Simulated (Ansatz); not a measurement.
```
Mg6Sc3O5
1.0
    6.01553     0.00001     0.00544
    3.00777     5.20958    -0.01449
   -0.97978     0.78496    25.46827
Mg O Sc
24 20 12
Cartesian
  3.62198   3.12952   1.33122
  6.68005   3.06703   1.41630
  2.07248   0.44449   1.34954
  5.04925   0.53596   1.42912
  0.59878   1.36638   3.87404
  3.59731   1.37230   3.87469
  2.10406   3.97269   3.86675
  5.10671   3.97295   3.86442
  6.60957   4.84995   6.31974
  3.60150   4.85012   6.31980
  5.10580   2.24480   6.32729
  2.09790   2.24474   6.32703
  3.59978   3.12089   8.77714
  6.60732   3.12143   8.78169
  2.09573   0.51627   8.78726
  5.10332   0.51648   8.79108
  0.59199   1.39261  11.24134
  3.59575   1.40133  11.23891
  2.09382   3.99392  11.22996
  5.09886   3.99536  11.22991
  6.57999   4.93891  13.66060
  3.57907   4.80407  13.71166
  5.16125   2.26260  13.74767
  2.07002   2.27713  13.78575
  5.11564   2.24334   2.65324
  2.11407   2.22417   2.64294
  6.60896   4.82824   2.64954
  3.58987   4.84416   2.63008
  2.09841   0.50396   5.10504
  5.10438   0.50641   5.10670
  3.60302   3.10943   5.09791
  6.61298   3.10764   5.09816
  2.09680   3.98570   7.54759
  5.10478   3.98534   7.54955
  0.59297   1.38027   7.55609
  3.60047   1.38127   7.55721
  5.10342   2.25661  10.01043
  2.09454   2.25692  10.00695
  6.60540   4.86469  10.00459
  3.59774   4.85929  10.00179
  2.07654   0.52805  12.46033
  5.10462   0.52659  12.46261
  3.60104   3.11907  12.46712
  6.60738   3.14959  12.46540
  3.78840   2.49743  16.52129
  0.83976   0.77896  16.52671
  6.84542   4.13797  16.52489
  1.81667   2.48379  19.03805
  4.82097   0.74717  19.03829
  4.82346   4.21997  19.03410
  3.81888   2.49302  21.54583
  0.80733   0.75883  21.54465
  6.82276   4.23521  21.53863
  1.79389   2.51249  24.05506
  4.87576   0.73321  24.06326
  4.77174   4.26986  24.05003
```

The first 44 atoms are the substrate (MgO-rs), the rest the film (Sc).

All values below come from PBE (plane waves to 420 eV, PAW; Ansatz, a first-principles code). Scalar-relativistic, without spin–orbit coupling; the runs are not spin-polarised; PBE gaps are too small against experiment. Its k-point mesh 5×5×1, Fermi–Dirac width 0.05 eV.

Question: Describe the bonding at the interfaces and give the barriers.

Answer: A periodic stack without vacuum, hcp Sc (0 0 1) on rock-salt MgO (1 1 1) (film strained to the substrate, started from cuts of the bulks and a machine-learned relaxation; slabs Mg24O20 and Sc12, which can lie off the formulas): substrate slab Mg24O20, film Sc12, surface cells [[0, -2], [2, -2]] and [[-1, 1], [-2, -1]], film strained by +4.6 and +4.6 %, outermost planes Mg/Mg and Sc/Sc as cut, which need not be the usual terminations and can put a slab off its formula.
interface area: 31.3 Å²
period: 25.47 Å
heights between the nearest atoms of the two slabs at the two interfaces: 2.73 and 2.75 Å
Mg–Sc contacts across the interfaces within 1.22 times the sum of covalent radii: 18, mean 3.36 Å
hole barrier (PBE): 3.57 eV
electron barrier (PBE): 0.89 eV
